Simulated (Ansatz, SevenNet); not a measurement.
For Ga (model structure, started from the hcp type, P6₃/mmc, No. 194, 2 atoms in the cell), the machine-learned potential SevenNet-l3i5 (trained on PBE and PBE+U data) gives:

```
Quantity              Result
-------------------  -------
lattice constant a   2.902 Å
lattice parameter c  5.218 Å
```

Q: What does r²SCAN in Ansatz (PAW) give for the same quantities?

A: 
- lattice constant a: 2.918 Å (grows by 0.6 %)
- lattice parameter c: 4.874 Å (drops by 6.6 %)

Changes are worked out from the printed values.

Unless a cell is named, each level is at its own relaxed cell (SevenNet-l3i5 19.02, r²SCAN 17.97 Å³/atom).

Ansatz's density-functional and Hartree–Fock values are scalar-relativistic unless marked +SOC, with PAW data made under PBE.

A model structure was made by putting elements into a prototype or built by hand; it is no filed structure, need not be a known phase, and can be a saddle point held by its symmetry.

Ansatz is an electronic-structure program.
